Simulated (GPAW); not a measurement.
Band structure of ZnP (P6_3mc, 4 atoms in the cell).

```yaml
crystal:
  lattice:
    - [3.63466, 0.00000, 0.00000]
    - [-1.81733, 3.14771, 0.00000]
    - [0.00000, 0.00000, 6.91407]
  atoms:
    - { symbol: Zn, position: [0.33333, 0.66667, 0.35584] }
    - { symbol: Zn, position: [0.66667, 0.33333, 0.85584] }
    - { symbol: P, position: [0.33333, 0.66667, 0.01916] }
    - { symbol: P, position: [0.66667, 0.33333, 0.51916] }
```

Method of the run: PBEsol, GPAW PAW datasets PBEsol (made by gpaw-setup) (plane waves; GPAW).

Settings: mode = pw; ecut = 850 eV; xc = PBEsol; kpts = 10 10 5; mesh shift (steps) = 0 0 0; occupations.name = methfessel-paxton; occupations.width = 0.2 eV; occupations.order = 0; nbands = -10; convergence.density = 1e-05 e/electron; convergence.energy = 1e-05 eV/electron; symmetry.symmorphic = false; symmetry.tolerance = 0.0005; maxiter = 150.

The starting cell comes from a database of computed structures (which also holds hypothetical and non-ambient phases and stackings), without a prior relaxation at this level. The run gives no clean gap (levels at the Fermi energy touch, overlap or are partly filled at this smearing), which alone does not show that the compound is a metal.

Levels in eV from the Fermi level, bands 14 to 21:
```csv
point,14,15,16,17,18,19,20,21
Γ,0.19,0.94,0.94,1.84,1.84,2.71,5.14,6.04
M,-3.71,-2.95,-1.43,-0.74,0.64,4.06,4.09,4.64
K,-3.86,-3.23,-1.84,-1.84,-1.47,2.86,6.09,6.09
A,-3.17,1.35,1.35,1.35,1.35,5.43,5.43,6.72
L,-4.59,-1.35,-1.35,-0.14,-0.14,2.92,2.92,5.01
H,-4.29,-2.50,-2.50,-0.90,-0.90,3.74,3.74,5.12
```

Bands cross the Fermi level along this path, so the cell is metallic at this level.
